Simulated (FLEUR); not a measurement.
FLEUR run on MgTl (Pm-3m, 2 atoms in the cell): self-consistent single point.

Computed with FLEUR with PBEsol, all-electron FLAPW (FLEUR), scalar-relativistic valence with spin-orbit coupling in second variation.

```yaml
crystal:
  lattice:
    - [3.63780, 0.00000, 0.00000]
    - [0.00000, 3.63780, 0.00000]
    - [0.00000, 0.00000, 3.63780]
  atoms:
    - { symbol: Mg, position: [0.00000, 0.00000, 0.00000] }
    - { symbol: Tl, position: [0.50000, 0.50000, 0.50000] }
```

Reference input (self-consistent single point, DFT, PBEsol, all-electron FLAPW (FLEUR), scalar-relativistic valence): Kmax = 3.8 1/bohr; GmaxXC = 11.4 1/bohr; xcFunctional = PBEs; jspins = 1; l_soc = F; mode = gauss; fermiSmearingEnergy = 0.00999582 Htr; mesh (inpgen div1-3) = 7 7 7; inpgen gamma flag = false; Gmax = 11.4 1/bohr; numbands = 0; maxIterBroyd = 99. This run's input differs from it in these lines:

```diff
@@ -16,2 +16,3 @@
 &kpt div1=7 div2=7 div3=7 /
+&soc 0.0 0.0 /
 &end /
@@ -29,5 +30,5 @@
       <magnetism jspins="1"/>
-      <soc l_soc="F" theta="0.0" phi="0.0" spav="F"/>
+      <soc l_soc="T" theta="0.0" phi="0.0" spav="F"/>
       <expertModes spex="0" secvar="F"/>
-      <geometryOptimization l_f="T" forcealpha="1.0" forcemix="BFGS" epsdisp="0.00001" epsforce="0.00001"/>
+      <geometryOptimization l_f="F" forcealpha="1.0" forcemix="BFGS" epsdisp="0.00001" epsforce="0.00001"/>
       <ldaU l_linMix="F" mixParam="0.05" spinf="1.0"/>
```

Output (repeated stretches shortened):

```
 Iteration:     1   Distance:       5.64040376 me/bohr^3
 Iteration:     2   Distance:       5.24266375 me/bohr^3
 Iteration:     3   Distance:       1.67171174 me/bohr^3
 Iteration:     4   Distance:       0.45846901 me/bohr^3
 Iteration:     5   Distance:       0.40914155 me/bohr^3
   [... 71 lines left out ...]
 Iteration:    77   Distance:       0.00005865 me/bohr^3
 Iteration:    78   Distance:       0.00005870 me/bohr^3
 Iteration:    79   Distance:       0.00005870 me/bohr^3
 Iteration:    80   Distance:       0.00005869 me/bohr^3
 Run finished successfully
 Stop message:
   all done

[file out, last iteration]
             iter=     80
[...]
          total density-effective poten   -3.6336766780E+04
          total charge density-energy d   -3.9249561370E+02
 Updated energy parameters for spin:           1
[...]
 fermi energy and band-weighting factors:
   [... 6 lines left out ...]

[...]
FERMIE:
   [... lines left out ...]
          first approx. to ef    (T=0)  :   0.232190 htr   (energy of the highest occ. eigenvalue)
   [... lines left out ...]
     k-point=    6
     k-point=    7
     k-point=    8
     k-point=    9
     k-point=   10
     k-point=   11
     k-point=   12
     k-point=   13
     k-point=   14
     k-point=   15
     k-point=   16
     k-point=   17
     k-point=   18
     k-point=   19
     k-point=   20
     k-point=   21
     k-point=   22
     k-point=   23
     k-point=   24
     k-point=   25
     k-point=   26
     k-point=   27
     k-point=   28
     k-point=   29
     k-point=   30
     k-point=   31
     k-point=   32
     k-point=   33
     k-point=   34
     k-point=   35
     k-point=   36
     k-point=   37
     k-point=   38
     k-point=   39
     k-point=   40
     k-point=   41
     k-point=   42
     k-point=   43
     k-point=   44
     k-point=   45
     k-point=   46
     k-point=   47
     k-point=   48
     k-point=   49
     k-point=   50
     k-point=   51
     k-point=   52
```

The run ended unconverged after 80 iterations. 

The starting cell comes from a database of computed structures (which also holds hypothetical and non-ambient phases and stackings), without a prior relaxation at this level. Values depend on the basis (sphere radii, cutoffs, local orbitals), which need not be converged.

These are the values that this program gave, and no reference: the basis lacks p1/2 orbitals, which heavy p elements need under spin-orbit coupling.

Cost on one core of a shared machine: roughly 6 min.
